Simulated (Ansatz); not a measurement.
## Mg under a change: biaxial strain +0.53 %, plane normal [001], relaxed out of plane

Take Mg in the hcp (Mg type) structure (space group P6_3/mmc, No. 194; a = 3.175 Å, c = 5.163 Å; relaxed with 0.1 eV smearing) as the base. Axes: x lies along a and z along c of the hexagonal cell.

Now apply this change: biaxial strain +0.53 %, plane normal [001], relaxed out of plane (Cartesian); in-plane vectors clamped, the third vector and the atoms free.

Computed with Kohn–Sham DFT with the PBEsol functional, run in Ansatz (an electronic-structure program) with PAW and 420 eV plane waves, no SOC. Γ-centred 21×21×11 mesh, Fermi–Dirac width 0.1 eV.

```tsv
quantity	base	changed	shift
volume per atom	22.54 Å³	22.71 Å³	+0.17 Å³
space group	P6_3/mmc (No. 194)	P6_3/mmc (No. 194)	–
shortest interatomic distance	3.166 Å	3.165 Å	-0.001 Å
pressure (mean of the normal stresses, compression positive)	0.0 GPa	-0.3 GPa	-0.3 GPa
band gap	zero	zero	–
out-of-plane strain	–	-0.31 %	–
mean in-plane stress (compression positive)	–	-0.4 GPa	–
```

Final structure (turned so that z lies along the plane normal):

```
Mg
1.0
    3.19195     0.00000     0.00000
    1.59598     2.76431     0.00000
    0.00000     0.00000     5.14656
Mg
2
Cartesian
  1.59598   0.92144   3.85992
  3.19195   1.84287   1.28664
```

Whether these cells are dynamically stable was not tested.
